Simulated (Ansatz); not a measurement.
Base system: Al$_{2}$Au (space group Fm-3m, No. 225; a = 6.003 Å; relaxed with 0.1 eV smearing). Axes: x, y, z lie along the cube axes.

Calculations: PBEsol (Ansatz, a quantum-chemistry and plane-wave program), scalar-relativistic without spin-orbit coupling.

Now apply this change: uniaxial strain ε_zz = −2.50 %, all other strain components held at zero, atoms relaxed at fixed cell.

**Question.** Predict the stress tensor and what it implies for the stiffness.

**Answer.** Stress of the strained cell less that of the base (GPa, compression positive):
```
    2.6     0.0     0.0
    0.0     2.6     0.0
    0.0     0.0     4.2
```

Then −Δσ_ii/ε with ε = -0.0250 gives secant stiffness values (nonlinear terms included at this strain): C33 ≈ 167 GPa, C13 ≈ 102 GPa and C23 ≈ 102 GPa.

As a check, the harmonic strain energy −½ V₀ Δσ:ε is 5.9 meV/atom; the computed energy rise is 5.7 meV/atom.

Stability against distortions was not tested.
